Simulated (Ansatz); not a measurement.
The cell is built on a prototype and need not be the phase stable at ambient conditions.

By PBEsol, the system below comes out a metal.

The ballistic (Sharvin) conductance counts the channels at the Fermi level: G/A = (e²/h) × channels of both spins per area.

```xyz
2
Lattice="2.9191 0.0000 0.0000 -1.4595 2.5280 0.0000 0.0000 0.0000 2.7203" Properties=species:S:1:pos:R:3 pbc="T T T"
Os     0.0000     0.0000     0.0000
C      1.4595     0.8427     1.3601
```

Space group of this cell: P-6m2. The cell was relaxed by PBE-D3(BJ); by PBEsol its mean pressure is -3.2 GPa.

The current flows along the normal of the first two printed cell vectors. No spin-orbit coupling; the value is a mean over 0.1 eV about the Fermi level.

Question: State the ballistic conductance per area according to PBEsol in Ansatz (a program for electronic structure).

Answer: 1.1 × 10¹⁵ S/m² for both spins.
